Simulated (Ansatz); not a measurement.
LaN (model structure, within 0.1 Å of P4/nmm, No. 129, 8 atoms in the cell), treated with PBEsol+SOC (PAW; Ansatz, an electronic-structure program).

The run printed, among other lines:

```
Crystal: 8 atoms, lattice volume = 144.769 Å³
Basis set: ecut = 520 eV, 3887 PW (Γ), exchange–correlation on 160×60×60 points (8 copies of the dense FFT grid, shifted against one another)
Bands: 80, of which v1, the nominal top of the filled ones, is band 64 counted from 1 (63 counted from 0)
Symmetry: 8 space group operations + 8 with time reversal
k-points: 108 of 400
Initial density: superposition of atomic densities (chi_scale 0.1, normalization cell, long waves kept (reshape's long-wave potential 0.00 eV rms))
Functional: x = pbesol(κ = 0.804, μ = 0.12345679012345678), c = pbesol(β = 0.046)
spin=Noncollinear: Resta preconditioning applied to the charge; magnetization (m_x, m_y, m_z) channels mix plain (no charge-response kernel on spin).
SCF 1 converged in 9 iterations: F = -26190.803282 eV  dr2 = 5.43e-10
SCF converged after 9 iterations
Free energy (F): -26190.803282 eV
Internal energy: -26190.803077 eV  (E = F + TS)
E sigma→0 (E₀):  -26190.803179 eV
Fermi energy:    11.990162 eV
--- Forces (eV/Å), atoms counted from 1 ---
  atom   1  La    -0.00555663    -0.00000000     0.00031984
  atom   2  La     0.00555663     0.00000000     0.00031984
  atom   3  La     0.00555663     0.00000000    -0.00031984
  atom   4  La    -0.00555663     0.00000000    -0.00031984
  atom   5  N     -0.00146961     0.00000000    -0.00054153
  atom   6  N      0.00146961    -0.00000000    -0.00054153
  atom   7  N      0.00146961    -0.00000000     0.00054153
  atom   8  N     -0.00146961    -0.00000000     0.00054153
--- Stress (GPa, compression-positive) ---
       -0.055860       0.000000       0.000000
        0.000000      -0.078420       0.000000
        0.000000       0.000000      -0.109621
  P = ⅓ Tr σ = -0.0813 GPa (-0.813 kbar)
```

Problem. Write an input file that could have produced this run (the log leaves some choices open).

Solution. Several could match; the one computed here: 
Ansatz 0.2 input:
```yaml
crystal:
  lattice:
    - [10.536968321, 0.0, 0.0]
    - [0.0, 3.7062195864, 0.0]
    - [0.0, 0.0, 3.7070445654]
  atoms:
    - { symbol: La, position: [0.1268016819, 0.25, 0.2500932072] }
    - { symbol: La, position: [0.3731983181, 0.75, 0.7500932072] }
    - { symbol: La, position: [0.8731983181, 0.75, 0.7499067928] }
    - { symbol: La, position: [0.6268016819, 0.25, 0.2499067928] }
    - { symbol: N, position: [0.8675678939, 0.25, 0.2505318148] }
    - { symbol: N, position: [0.6324321061, 0.75, -0.2494681852] }
    - { symbol: N, position: [0.1324321061, 0.75, 0.7494681852] }
    - { symbol: N, position: [0.3675678939, 0.25, 1.2494681852] }
basis:
  ecutwfc: 520
  ecutrho_ratio: 4
  xc_grid: 2
kpoints:
  mp_grid: { grid: [4, 10, 10] }
  band_path:
    path:
      - [0.0, 0.0, 0.0]
      - [0.25, 0.0, 0.0]
      - [0.5, 0.0, 0.0]
      - [0.5, 0.0625, 0.0]
      - [0.5, 0.125, 0.0]
      - [0.5, 0.1875, 0.0]
      - [0.5, 0.25, 0.0]
      - [0.5, 0.3125, 0.0]
      - [0.5, 0.375, 0.0]
      - [0.5, 0.4375, 0.0]
      - [0.5, 0.5, 0.0]
      - [0.25, 0.5, 0.0]
      - [0.0, 0.5, 0.0]
      - [0.0, 0.4375, 0.0]
      - [0.0, 0.375, 0.0]
      - [0.0, 0.3125, 0.0]
      - [0.0, 0.25, 0.0]
      - [0.0, 0.1875, 0.0]
      - [0.0, 0.125, 0.0]
      - [0.0, 0.0625, 0.0]
      - [0.0, 0.0, 0.0625]
      - [0.0, 0.0, 0.125]
      - [0.0, 0.0, 0.1875]
      - [0.0, 0.0, 0.25]
      - [0.0, 0.0, 0.3125]
      - [0.0, 0.0, 0.375]
      - [0.0, 0.0, 0.4375]
      - [0.0, 0.0, 0.5]
      - [0.25, 0.0, 0.5]
      - [0.5, 0.0, 0.5]
      - [0.5, 0.0625, 0.5]
      - [0.5, 0.125, 0.5]
      - [0.5, 0.1875, 0.5]
      - [0.5, 0.25, 0.5]
      - [0.5, 0.3125, 0.5]
      - [0.5, 0.375, 0.5]
      - [0.5, 0.4375, 0.5]
      - [0.5, 0.5, 0.5]
      - [0.25, 0.5, 0.5]
      - [0.0, 0.5, 0.5]
      - [0.0, 0.4375, 0.5]
      - [0.0, 0.375, 0.5]
      - [0.0, 0.3125, 0.5]
      - [0.0, 0.25, 0.5]
      - [0.0, 0.1875, 0.5]
      - [0.0, 0.125, 0.5]
      - [0.0, 0.0625, 0.5]
      - [0.5, 0.0, 0.0625]
      - [0.5, 0.0, 0.125]
      - [0.5, 0.0, 0.1875]
      - [0.5, 0.0, 0.25]
      - [0.5, 0.0, 0.3125]
      - [0.5, 0.0, 0.375]
      - [0.5, 0.0, 0.4375]
      - [0.0, 0.5, 0.0625]
      - [0.0, 0.5, 0.125]
      - [0.0, 0.5, 0.1875]
      - [0.0, 0.5, 0.25]
      - [0.0, 0.5, 0.3125]
      - [0.0, 0.5, 0.375]
      - [0.0, 0.5, 0.4375]
      - [0.5, 0.5, 0.0625]
      - [0.5, 0.5, 0.125]
      - [0.5, 0.5, 0.1875]
      - [0.5, 0.5, 0.25]
      - [0.5, 0.5, 0.3125]
      - [0.5, 0.5, 0.375]
      - [0.5, 0.5, 0.4375]
    npoints: 1
hamiltonian:
  xc: pbesol
  dispersion: none
  pseudopotentials: { kind: paw }
scf:
  occupations: { method: fermi_dirac, width: 0.01 }
  convergence: { dr2_threshold: 0.0000000008 }
output:
  forces: true
  stress: true
  eigenvalues: true
  write_bands: true
magnetization:
  noncollinear: true
  spin_orbit: true
```

The PAW data were made under PBE.

A model structure was made by putting elements into a prototype or built by hand; it is no filed structure, need not be a known phase, and can be a saddle point held by its symmetry.
